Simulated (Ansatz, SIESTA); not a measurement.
# One structure in several programs: Y2GaNi2 (P1, 5 atoms in the cell)

Self-consistent single point, at a second geometry (atoms moved at random). First geometry:

```
CELL_PARAMETERS angstrom
     -2.08559     2.66544     4.12435
      2.08559    -2.66544     4.12435
      2.08559     2.66544    -4.12435
ATOMIC_POSITIONS crystal
  Y  0.70213 0.20213 0.50000
  Y  0.29787 0.79787 0.50000
  Ga 0.00000 0.00000 0.00000
  Ni 0.26759 0.50000 0.76759
  Ni 0.73241 0.50000 0.23241
```

Second geometry:
```yaml
crystal:
  lattice:
    - [-2.08559, 2.66544, 4.12435]
    - [2.08559, -2.66544, 4.12435]
    - [2.08559, 2.66544, -4.12435]
  atoms:
    - { symbol: Y, position: [0.70782, 0.19917, 0.50909] }
    - { symbol: Y, position: [0.29518, 0.78440, 0.48387] }
    - { symbol: Ga, position: [0.00444, 0.00594, 0.01221] }
    - { symbol: Ni, position: [0.26018, 0.50375, 0.76585] }
    - { symbol: Ni, position: [0.73237, 0.50674, 0.22898] }
```

Shared settings, as Ansatz (a quantum-chemistry and plane-wave program) writes them: kpoints.mp_grid.grid = 6 6 6; scf.occupations.method = fermi_dirac; scf.occupations.width = 0.0073 Ry. Potentials and cutoffs stand in the table.

| code | model | ΔF from the first geometry (meV/atom) | pressure (GPa) | largest force (eV/Å) | cutoff |
|---|---|---|---|---|---|
| Ansatz | PBEsol, PAW files made with PBE | 6.7 | -2.32 | 0.409 | default |
| SIESTA | GGA PBEsol, numerical atomic orbitals DZP, PseudoDojo PBEsol standard norm-conserving potentials (rewritten from UPF to PSML) | 7.2 | -2.70 | 0.419 | grid 300 Ry |

Size of the force on each atom (eV/Å): Sizes of forces hide their directions.

| code | Y1 | Y2 | Ga3 | Ni4 | Ni5 |
|---|---|---|---|---|---|
| Ansatz | 0.348 | 0.409 | 0.262 | 0.121 | 0.267 |
| SIESTA | 0.363 | 0.419 | 0.278 | 0.262 | 0.210 |

On Ansatz's run: spin polarisation is off.

The spread over the programs that give each value: ΔF from the first geometry within 0.5 meV/atom; pressure within 0.38 GPa; largest force within 0.010 eV/Å.

SIESTA uses small atom-centred bases, whose incompleteness enters pressures, forces and empty levels differently from a plane-wave cutoff. Ansatz's pressure is given at a fixed set of plane waves, as the other plane-wave codes print theirs.

The starting cell comes from a database of computed structures (which also holds hypothetical and non-ambient phases and stackings), without a prior relaxation at this level. For this run, on top of that: atoms moved at random.

Keys are those of Ansatz 0.2.
